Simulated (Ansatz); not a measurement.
Base system: Re in the hcp (Mg type) structure (space group P6_3/mmc, No. 194; a = 2.776 Å, c = 4.481 Å; relaxed with 0.1 eV smearing). Axes: x lies along a and z along c of the hexagonal cell.

Calculations: DFT with PBE, PAW potentials and a 420 eV plane-wave cutoff in Ansatz (a first-principles code), spin-orbit coupling left out.

Base values:

| Quantity | Value |
|---|---|
| Shortest interatomic distance | 2.755 Å |
| Pressure | 0.0 GPa |

Modification: the cell is compressed by 1.00 % along z with no lateral relaxation; the atoms relax in the strained cell.

### Question
What does the calculation give for the energy relative to the base, shortest interatomic distance and pressure after the change?

### Answer
The energy grows by 3.1 meV/atom; the shortest interatomic distance shrinks by 0.018 Å (2.755 Å → 2.737 Å); the pressure (mean of the normal stresses, compression positive) goes from zero to 3.8 GPa.

No phonon test of stability was made. The final runs are not spin-polarised.
